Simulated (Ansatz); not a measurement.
**BP (F-43m): band-edge transport data**

Here is the system:

```
BP
1.0
    0.00000     2.26010     2.26010
    2.26010     0.00000     2.26010
    2.26010     2.26010     0.00000
B P
1 1
Direct
  0.00000   0.00000   0.00000
  0.25000   0.25000   0.25000
```

Level of theory: PBEsol with spin-orbit coupling, rigid bands (plane waves, PAW; Ansatz, a program for electronic structure). Cell: cell and atoms relaxed with PBEsol.

| Property | Result |
|---|---|
| band gap | 1.10 eV |
| electron conductivity mass (300 K, dilute) | 0.33 mₑ |
| hole conductivity mass (300 K, dilute) | 0.42 mₑ |
| effective density of states N_c (300 K) | 4.2e19 cm⁻³ |
| effective density of states N_v (300 K) | 2.6e19 cm⁻³ |
| density-of-states mass, electrons | 1.40 mₑ |
| density-of-states mass, holes | 1.01 mₑ |
| Seebeck coefficient, n-type 1e19 cm⁻³, 300 K | -336 μV/K |
| best n-type power factor at 300 K for τ = 10 fs (best axis; densities from 1e16 to 1e21 cm⁻³ tried, whether or not they can be reached) | 19.6 μW/(cm·K²) at 1e20 cm⁻³ |
| Seebeck coefficient, p-type 1e19 cm⁻³, 300 K | 326 μV/K |
| best p-type power factor at 300 K for τ = 10 fs (best axis; densities from 1e16 to 1e21 cm⁻³ tried, whether or not they can be reached) | 15.0 μW/(cm·K²) at 1e20 cm⁻³ |

Rigid bands; masses and Seebeck coefficients take one relaxation time τ for all states and one kind of carrier; polarons and phonon drag are left out.
